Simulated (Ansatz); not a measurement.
Structure of amorphous Si$_{24}$O$_{49}$Mg (periodic cell):

```xyz
74
Lattice="10.3563 0.0000 0.0000 0.0000 10.3563 0.0000 0.0000 0.0000 10.3563" Properties=species:S:1:pos:R:3 pbc="T T T"
Si     8.9568     2.8155     0.0403
Si     2.7570     0.7490     1.4263
Si     5.6176     7.6700     5.1202
Si     8.3111     0.0456     9.2557
Si     1.7912     3.0000     9.9416
Si     5.3994     5.9929     9.1664
Si     2.5478     5.9840     9.2970
Si     4.0853     6.1845     1.2776
Si     1.4578     5.3490     2.8191
Si     3.6972     2.1363     7.8310
Si     6.8409     6.9571     2.6221
Si     8.9258     8.9309     1.4347
Si     8.0387     4.9186     8.1391
Si    10.3085     6.7785     7.5388
Si     3.6509     9.4282     3.5606
Si     1.0410     8.1912     2.9894
Si     0.4773     9.8821     7.6797
Si     0.0122     0.3986     2.9675
Si     2.3493     0.5622     5.7116
Si     9.5128     4.5910     5.6274
Si     8.9682     4.6761     2.4186
Si     0.9294     2.7563     4.5164
Si     5.8896     8.7377     8.1054
Si     3.3789    10.1293     9.1212
O      4.6222     6.4679     5.4219
O     10.2632     5.9713     6.1124
O      2.2498     1.8696     4.7591
O      6.1625     8.3496     6.5417
O      8.3904     3.9220     9.3434
O      8.6488     3.3069     1.5746
O      2.1086     4.6032    10.0233
O      9.0355     4.5604     4.0641
O     10.3332     8.1031     1.7167
O      1.5380     4.0231     3.7218
O      8.1389     1.4342    10.0996
O      8.8169     9.1714    10.1964
O      0.1999     3.3508     5.8451
O      5.0728     8.8460     4.0680
O      0.2125     2.6750    10.1751
O      6.4008     5.1596     8.1696
O     10.3166     8.3727     7.3222
O      1.2025     0.5183     1.8663
O      3.9338     5.8768     8.3362
O      3.1171     6.9635     0.1495
O      5.0805     5.2975     0.2491
O      1.8047     9.8993     8.6376
O      6.0715     7.4696     9.1693
O      1.3306     6.4738     8.3721
O      5.2500     6.9107     2.1527
O      0.3998     9.4229     3.8797
O      2.6407     8.4670     2.6618
O      8.9565     6.2698     8.3370
O      3.4840     0.8966     6.7799
O      7.5549     8.2222     1.9088
O      3.2302     9.9557     0.3761
O      6.9193     9.9307     8.5378
O     10.1925     1.8069     3.7481
O      1.1108     6.7085     3.6684
O      2.8425     9.5992     4.9552
O      3.7636     0.4886     2.7135
O      9.5289     0.3274     8.2177
O      2.2035     2.6067     8.4129
O      6.9179     7.0974     4.2482
O      8.9860     0.0252     2.2053
O      4.2318     1.1990     9.0678
O      2.6889     2.2572     0.7569
O      4.5479     3.2737     7.1771
O      2.9825     5.4324     2.2080
O      0.8740     0.3171     6.3270
O      4.3066     9.0489     8.3442
O      8.2448     4.3375     6.6281
O      7.7054     5.6599     2.1192
O      0.1074     5.1501     1.8765
Mg     4.6839     5.0193     6.5935
```

These are PBE, scalar-relativistic without spin-orbit coupling (plane waves to 420 eV, PAW; Ansatz, a quantum-chemistry and plane-wave program) values and carry that method's errors.

The cell was made by melting and quenching with the CHGNet potential and then relaxed with DFT. O atoms were pushed apart under 1.9 Å during the dynamics, to hinder bonds among them. The hot cell started wider than the set density and was brought back towards it in steps. It is the lowest in DFT energy of 2 quenches. It is a model cell: composition and starting density were chosen by hand, and all elements were melted together. No dispersion term was used. Its density started from a set value of 2.22 and ended at 2.22 g/cm³. The quench (nominally 400 K/ps over its main leg) was far faster than any real one, so the model tends to hold more defects than a real film. One small periodic cell is one sample of the glass; other quenches scatter about these values. The volume was held where the preparation left it, at a PBE pressure of 1.2 GPa. Stress components on the final sampling reach 2.7 GPa.

Cut-offs for bonds: Si-Si 2.60 Å, Si-O 1.90 Å, Si-Mg 2.82 Å, O-O 1.58 Å, O-Mg 2.48 Å, Mg-Mg 3.19 Å. Two cations that share two anions don't count as bonded, nor two that share one unless they lie closer than Si-Si 2.38 Å, Si-Mg 2.74 Å, Mg-Mg 3.10 Å.

Question: Give the coordination numbers, mean bond lengths and angles.

Answer: 
```yaml
Mean coordination of Si by anions: 4.00 (24 with 4)
Mean coordination of O: 2.04 (47 with 2, 2 with 3)
Mean coordination of Mg by anions: 4.00 (1 with 4)
Mean Si-O bond: 1.637 Å (spread 0.021 Å, 96 counted)
Mean O-Mg bond: 2.032 Å (spread 0.198 Å, 4 counted)
Bond angle at Si: mean 109.5°, spread 5.9°
Bond angle at O: mean 134.7°, spread 16.9°
Bond angle at Mg: mean 104.1°, spread 27.8°
```

Question: Which atoms depart from the most common coordination of their element?

Answer: O40 has 3 (Si6 1.64 Å, Si13 1.66 Å, Mg74 2.33 Å); O43 has 3 (Si6 1.69 Å, Si7 1.69 Å, Mg74 2.08 Å).

Question: List the pairs of like atoms that count as bonded by the rules above.

Answer: There are none by these rules.
